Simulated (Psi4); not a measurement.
Psi4 1.11, B3LYP/def2-svp: Ca(OH)(k2OAc)(OH2)2 (CC1[O][Ca]([OH])(<-[OH2])(<-[OH2])<-[O]=1), 16 atoms. The geometry is a generated start, not checked to be a minimum at this level.

- task = gradient
- method = b3lyp
- basis = def2-svp
- memory = 7 GB
- scf_type = df (default)
- guess = auto, which took SAD (default)
- diis_max_vecs = 10 (default)
- scf_initial_accelerator = adiis (default)
- e_convergence = 1e-08 (default)
- d_convergence = 1e-08 (default)
- basis functions (reference run) = 162
- grid points (reference run) = 2890908

```xyz
16

Ca    -0.1360     0.2998    -0.8939
O      0.7822     1.4192    -2.1080
H      1.2128     1.5891    -2.9440
C      0.9846    -0.8023     2.6725
C      0.5005    -0.3984     1.2930
O      0.0089     0.7347     1.1261
O      0.5845    -1.2287     0.3587
H      1.9512    -1.2902     2.5835
H      1.0534     0.0722     3.3114
H      0.2787    -1.5119     3.0988
O     -1.6113     1.8729    -1.3075
H     -0.7741     1.9653    -1.8485
H     -1.4886     2.5269    -0.6111
O     -1.2378    -1.4407    -1.7847
H     -1.6558    -1.8258    -1.0048
H     -0.4531    -1.9821    -1.9415
```

The reference run has dft_radial_points = 200, dft_spherical_points = 974, dft_pruning_scheme = none (default); it is not itself proven converged. Each setting ran once; only counts and results are compared.

Settings tried, all else as in the reference:
- dft_radial_points = 50, dft_spherical_points = 194
- dft_radial_points = 75 (default), dft_spherical_points = 434
- dft_radial_points = 25, dft_spherical_points = 50
- dft_radial_points = 99, dft_spherical_points = 590, dft_pruning_scheme = robust
- dft_radial_points = 75 (default), dft_spherical_points = 302 (default), dft_pruning_scheme = treutler
- dft_radial_points = 99, dft_spherical_points = 590
- dft_radial_points = 35, dft_spherical_points = 110
- dft_radial_points = 75 (default), dft_spherical_points = 302 (default)
- dft_radial_points = 99, dft_spherical_points = 590, dft_pruning_scheme = treutler
- dft_radial_points = 150, dft_spherical_points = 770
- dft_radial_points = 75 (default), dft_spherical_points = 302 (default), dft_pruning_scheme = robust

Q: Sort the settings: which keep to the reference within 10 meV/atom in energy, 100 meV/Å in forces (largest component), and which don't?

A: Within it: dft_radial_points = 150, dft_spherical_points = 770; dft_radial_points = 99, dft_spherical_points = 590; dft_radial_points = 75 (default), dft_spherical_points = 302 (default), dft_pruning_scheme = robust; dft_radial_points = 75 (default), dft_spherical_points = 434; dft_radial_points = 99, dft_spherical_points = 590, dft_pruning_scheme = robust; dft_radial_points = 75 (default), dft_spherical_points = 302 (default); dft_radial_points = 50, dft_spherical_points = 194. Outside: dft_radial_points = 35, dft_spherical_points = 110; dft_radial_points = 25, dft_spherical_points = 50; dft_radial_points = 75 (default), dft_spherical_points = 302 (default), dft_pruning_scheme = treutler; dft_radial_points = 99, dft_spherical_points = 590, dft_pruning_scheme = treutler.

```
setting                                                                                                grid points  energy against the reference  difference in forces (largest component)
-----------------------------------------------------------------------------------------------------  -----------  ----------------------------  ----------------------------------------
the reference                                                                                              2890908                             —                                         —
dft_radial_points = 150, dft_spherical_points = 770                                                        1723534              −0.0011 meV/atom                                 1.2 meV/Å
dft_radial_points = 99, dft_spherical_points = 590                                                          875905          under 0.001 meV/atom                                 4.2 meV/Å
dft_radial_points = 75 (default), dft_spherical_points = 302 (default), dft_pruning_scheme = robust         233363               +0.031 meV/atom                                 9.5 meV/Å
dft_radial_points = 75 (default), dft_spherical_points = 434                                                490313               −0.063 meV/atom                                  11 meV/Å
dft_radial_points = 99, dft_spherical_points = 590, dft_pruning_scheme = robust                             610741               −0.030 meV/atom                                  12 meV/Å
dft_radial_points = 75 (default), dft_spherical_points = 302 (default)                                      341355               −0.063 meV/atom                                  16 meV/Å
dft_radial_points = 50, dft_spherical_points = 194                                                          148487                −0.66 meV/atom                                  19 meV/Å
dft_radial_points = 35, dft_spherical_points = 110                                                           59122                  +26 meV/atom                                  42 meV/Å
dft_radial_points = 25, dft_spherical_points = 50                                                            19233                  −24 meV/atom                                 640 meV/Å
dft_radial_points = 75 (default), dft_spherical_points = 302 (default), dft_pruning_scheme = treutler       186899                 −4.5 meV/atom                                 840 meV/Å
dft_radial_points = 99, dft_spherical_points = 590, dft_pruning_scheme = treutler                           453685                 −4.6 meV/atom                                 860 meV/Å
```

Total energies are compared; such shifts often cancel in part in energy differences. The gradients leave out the derivatives of the grid weights. The tolerance is a choice made for this comparison.
